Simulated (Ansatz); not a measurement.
Given:

```
CELL_PARAMETERS angstrom
      3.58002     0.00000     0.00000
      0.00000     3.58002     0.00000
      0.00000     0.00000     3.58002
ATOMIC_POSITIONS crystal
  Cs 0.00000 0.00000 0.00000
  Br 0.50000 0.50000 0.50000
```

No spin polarisation.

All numbers come from plane-wave PAW DFT at the PBEsol level (Ansatz, a quantum-chemistry and plane-wave program, 420 eV), scalar-relativistic without spin-orbit coupling. Γ-centred 8×8×8 mesh, Fermi–Dirac width 0.05 eV.

Problem. Predict the gap character.

Solution. Direct at Γ.

Problem. What band gap does the calculation give?

Solution. 2.86 eV.

Load acts through the strain it causes; cell and atoms are relaxed under it. No phonon test of stability was made. No other phases were tried under pressure. The cell was made from CsBr in the CsCl type structure (space group Pm-3m, No. 221) by this change: pressure 30 GPa.
